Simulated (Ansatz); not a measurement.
The starting structures come from a database of crystals and need not be the phases stable at ambient conditions.

The decay constant κ of evanescent states in the gap governs leakage through a thin film.

Data:

```xyz
16
Lattice="7.2061 0.0000 0.0000 0.0000 9.0579 0.0000 1.3604 4.5290 3.1198" Properties=species:S:1:pos:R:3 pbc="T T T"
Ca     5.4046     6.0531     0.0000
Ca     1.8015     3.0049     0.0000
Mg     0.0000     0.0000     0.0000
Mg     3.6031     0.0000     0.0000
As     5.4046     2.9148     0.0000
As     1.8015     6.1431     0.0000
O      7.5146     8.5159     2.0011
O      1.0519     5.0710     1.1187
O      4.6550     3.9869     1.1187
O      3.9116     9.6000     2.0011
O      1.9151    11.6389     2.4146
O      6.6514     1.9480     0.7052
O      3.0484     7.1099     0.7052
O      5.5182     6.4770     2.4146
F      5.4046     8.3178     0.0000
F      1.8015     0.7401     0.0000
```

Space group of this cell: C2/c. The cell is taken as given; by r2SCAN its mean pressure is -6.5 GPa.

Transport runs along the normal of the first two printed cell vectors.

No gap correction and no spin-orbit coupling; mid-gap values are interpolated between computed energies.

Predict the band gap and the smallest decay constant κ at mid-gap from r2SCAN run with Ansatz (a first-principles code).

Gap 4.61 eV on a 6×10×10 mesh; κ = 0.397 1/Å, at the zone centre.
